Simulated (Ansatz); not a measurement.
**A computed series for Ti2GaC: pressure series**

Take Ti₂GaC (space group P6_3/mmc, No. 194; a cell from a computed database, its experimental status unchecked) as the base.

```yaml
crystal:
  lattice:
    - [3.04458, 0.00000, 0.00000]
    - [-1.52229, 2.63669, 0.00000]
    - [0.00000, 0.00000, 13.29246]
  atoms:
    - { symbol: Ti, position: [0.33333, 0.66667, 0.08538] }
    - { symbol: Ti, position: [0.66667, 0.33333, 0.91462] }
    - { symbol: Ti, position: [0.66667, 0.33333, 0.58538] }
    - { symbol: Ti, position: [0.33333, 0.66667, 0.41462] }
    - { symbol: Ga, position: [0.33333, 0.66667, 0.75000] }
    - { symbol: Ga, position: [0.66667, 0.33333, 0.25000] }
    - { symbol: C, position: [0.00000, 0.00000, 0.50000] }
    - { symbol: C, position: [0.00000, 0.00000, 0.00000] }
```

Cell and atoms are relaxed at each pressure.

All numbers come from plane-wave PAW DFT at the PBEsol level (Ansatz, an electronic-structure program, 420 eV), without spin-orbit coupling.

Notes on the quantities. enthalpy: H = E + PV relative to the base's energy.

```tsv
change	volume per atom	enthalpy
base	13.34 Å³	–
pressure 0.3 GPa	13.31 Å³	+0.02 eV/atom
pressure 0.7 GPa	13.28 Å³	+0.06 eV/atom
pressure 1.5 GPa	13.21 Å³	+0.12 eV/atom
```

Load acts through the strain it causes; cell and atoms are relaxed under it. Whether these cells are dynamically stable was not tested. The final runs are not spin-polarised.
